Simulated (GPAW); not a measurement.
## A series of runs on BaTaO3 (P1, 5 atoms in the cell)

```yaml
crystal:
  lattice:
    - [4.13085, 0.00000, 0.00000]
    - [0.00000, 4.13085, 0.00000]
    - [0.00000, 0.00000, 4.13085]
  atoms:
    - { symbol: Ba, position: [0.99419, 0.01347, 0.98298] }
    - { symbol: Ta, position: [0.49970, 0.49973, 0.50943] }
    - { symbol: O, position: [0.01480, 0.47716, 0.50871] }
    - { symbol: O, position: [0.50416, 0.00607, 0.48951] }
    - { symbol: O, position: [0.48716, 0.50356, 0.00937] }
```

Base run A: PBEsol, GPAW PAW datasets PBEsol (made by gpaw-setup) (GPAW 25.7.0), self-consistent single point.

Its settings: mode = pw; ecut = 950 eV; xc = PBEsol; kpts = 4 4 4; mesh shift (steps) = 0 0 0; occupations.name = fermi-dirac; occupations.width = 0.136 eV; nbands = -9; convergence.forces = 0.001 eV/Å; symmetry.symmorphic = false; symmetry.tolerance = 0.0005; maxiter = 100.

The starting cell comes from a database of computed structures (which also holds hypothetical and non-ambient phases and stackings), without a prior relaxation at this level. Its atoms were displaced at random from the sites of space group no. 221. Spin polarisation is off; with an odd number of electrons in the cell that forces a metal, and a magnetic state may lie lower. In the base run, forces exceed 1 eV/Å. Without a gap this mesh is coarse (it stands for a supercell whose shortest vector is 17 Å).

ΔF is the free energy per atom less that of run A. A dash stands where there is no value to compare (another energy zero or no entropy term, no result, no spin, no clean gap, or a mesh too coarse for one). 

Run A gave: largest force (eV/Å) 1.106; ending converged.

Runs:
- B: convergence.bands = all
- C: convergence.bands = -2
- D: convergence.bands = -4

**Question.** What does run B change against A?

**Answer.** The run ended unconverged after 100 iterations.

```json
[
 {"run": "A", "ΔF (meV/atom)": "0.00", "largest force (eV/Å)": "1.106", "ending": "converged"},
 {"run": "B", "ΔF (meV/atom)": "–", "largest force (eV/Å)": "–", "ending": "not converged"},
 {"run": "C", "ΔF (meV/atom)": "0.00", "largest force (eV/Å)": "1.105", "ending": "converged"},
 {"run": "D", "ΔF (meV/atom)": "0.00", "largest force (eV/Å)": "1.106", "ending": "converged"}
]
```
